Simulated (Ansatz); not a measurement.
The parent structure is SrTe in the rock salt structure (space group Fm-3m, No. 225; a = 6.6067 Å).

Computed with Kohn–Sham DFT with the PBEsol functional, run in Ansatz (a first-principles code) with PAW and 420 eV plane waves, no spin-orbit coupling.

Strains are applied to the cell and any free atomic positions relax.

One change was made to it. Results:

| quantity | base | after |
|---|---|---|
| electron mass | 1.3 mₑ along k, 0.24 mₑ across (at X) | 1.3 mₑ along k, 0.26 mₑ across (at X) |
| band gap | 1.57 eV | 1.69 eV |
| pressure | 0.00 GPa | -1.45 GPa |

Task: Name the change that was made.
A) isotropic strain +3.00 %
B) isotropic strain +2.50 %
C) isotropic strain +1.50 %
D) isotropic strain +2.00 %

Result: C, isotropic strain +1.50 %. For comparison, the pressure in the other runs: isotropic strain +2.00 % gives -1.87 GPa; isotropic strain +3.00 % gives -2.62 GPa; isotropic strain +2.50 % gives -2.26 GPa.

Spin-orbit coupling, missing from the scalar runs, can matter with Te. Effective masses come from finite differences of ±0.01 Å⁻¹. Along k means along the line from Γ to the band edge. Whether these cells are dynamically stable was not tested.
